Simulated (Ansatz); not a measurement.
A dielectric-response calculation of YSF (P4/nmm, 6 atoms in the cell) with Ansatz (a quantum-chemistry and plane-wave program).

Computed with LDA (PW92), default PAW files made with PBE (plane waves; Ansatz).

```
YSF
1.0
    3.79185     0.00000     0.00000
    0.00000     3.79185     0.00000
    0.00000     0.00000     6.86080
Y S F
2 2 2
Direct
  0.00000   0.50000   0.22723
  0.50000   0.00000   0.77277
  0.00000   0.50000   0.64557
  0.50000   0.00000   0.35443
  0.00000   0.00000   0.00000
  0.50000   0.50000   0.00000
```

Reference input (self-consistent single point, DFT, LDA (PW92), plane waves, default PAW files made with PBE): basis.ecutwfc = 30.9 Ry; kpoints.mp_grid.grid = 7 7 4; hamiltonian.xc = lda; hamiltonian.pseudopotentials = {kind: paw} (the program's default PAW files); scf.occupations.method = fixed. This run's input differs from it in these lines:

Ansatz 0.2 input:
```diff
@@ -14,3 +14,3 @@
 basis:
-  ecutwfc: 30.9 Ry
+  ecutwfc: 40.1 Ry
 kpoints:
@@ -22,6 +22,3 @@
   occupations: { method: fixed }
-output:
-  forces: true
-  eigenvalues: true
-  stress: true
+dielectric: {}
```

Log, with long lists cut:

```
SCF iter   1: F=—  HF=-10830.879258 eV  |F-HF|=—  |Δ(HF+E_count)|=         —  Δρ=1.43e-2  dr2=1.66e-1  ethr=1.77e-3  ⟨swp⟩=5.0  Hψ=6959  notcnv=0  defer=213
all-band conjugate gradients solve this SCF's bands
preconditioner: auto → Resta (q_TF=auto, 2.420 Å⁻¹)
SCF iter   2: F=—  HF=-10830.838509 eV  |F-HF|=—  |Δ(HF+E_count)|=   4.07e-2  Δρ=5.12e-3  dr2=1.19e-2  ethr=3.45e-4  ⟨swp⟩=2.0  Hψ=3669  notcnv=0  defer=235
   [... lines left out ...]
SCF iter   6: F=—  HF=-10830.835346 eV  |F-HF|=—  |Δ(HF+E_count)|=   7.96e-6  Δρ=2.34e-5  dr2=8.21e-7  ethr=1.06e-7  ⟨swp⟩=2.0  Hψ=2056  notcnv=0  defer=111
SCF iter   7: F=—  HF=-10830.835347 eV  |F-HF|=—  |Δ(HF+E_count)|=   7.69e-7  Δρ=3.47e-6  dr2=9.31e-9  ethr=1.71e-9  ⟨swp⟩=2.4  Hψ=2911  notcnv=0  defer=104
SCF iter   8: F=—  HF=-10830.835347 eV  |F-HF|=—  |Δ(HF+E_count)|=   1.09e-9  Δρ=5.60e-7  dr2=1.94e-10  ethr=1.94e-11  ⟨swp⟩=2.0  Hψ=2999  notcnv=0  defer=104
SCF iter   9: F=-10830.835347 eV  HF=-10830.835347 eV  |F-HF|=1.82e-12  |Δ(HF+E_count)|=  2.00e-11  Δρ=9.09e-8  dr2=5.17e-12  ethr=1.00e-12  ⟨swp⟩=8.0  Hψ=5713  notcnv=0
SCF 1 converged in 9 iterations: F = -10830.835347 eV  dr2 = 5.17e-12
DFPT response loops at Γ: preconditioner auto → Resta (q_TF=auto, 2.420 Å⁻¹)  ε∞=7.1 (no band partly filled) …
── the response to a field inside a basis, on 8×8×4 k-points: an SCF that follows is theirs, and a resumed run solves both again ──
Crystal: 6 atoms, lattice volume = 98.646 Å³
Bands: 25, of which v1, the nominal top of the filled ones, is band 24 counted from 1 (23 counted from 0)
k-points: 20 of 256
Initial density: handed on by an earlier stage of this run
Initial wavefunctions: pseudopotential atomic-orbital guess (no wavefunctions were taken with the density)
Eigensolver: Dense (20 Hₖ)
   [... lines left out ...]
Free energy (F): -10830.835347 eV
Fermi energy:    9.141219 eV
   [... lines left out ...]
         0.00000   -0.00000   -2.32551
    site 5:
        -1.34108   -0.00000    0.00000
        -0.00000   -1.34108   -0.00000
         0.00000   -0.00000   -2.32551
  Z* charge neutrality: 5.899e-3 e pre-enforcement
  solved inside a basis spanned on kpoints, on 8×8×4 k-points, its susceptibility summed on 14×14×8: ε∞ is read to err by 2.0e-2, Z* by 3.5e-2 e (field_mesh …
```

The run converged in 13 iterations. 

Summary of the result:
| Item | Result |
|---|---|
| Free energy E − TS (on the zero of these files) | -10830.8353 eV |
| Top of the valence band (on the code's own zero) | 9.14 eV |
| Gap on the k-point mesh | 1.20 eV |
| ε∞ at this k-point mesh, which may be far from converged in small-gap cells (xx, yy, zz) | 6.55, 6.55, 4.92 |
| Born charges at this mesh (mean of the diagonal, e) | Y 3.88, Y 3.88, S -2.21, S -2.21, F -1.67, F -1.67 |

The starting cell comes from a database of computed structures (which also holds hypothetical and non-ambient phases and stackings), without a prior relaxation at this level. Its lattice was rescaled by up to half a per cent.

Cost on one core of a shared machine: roughly 2 min.
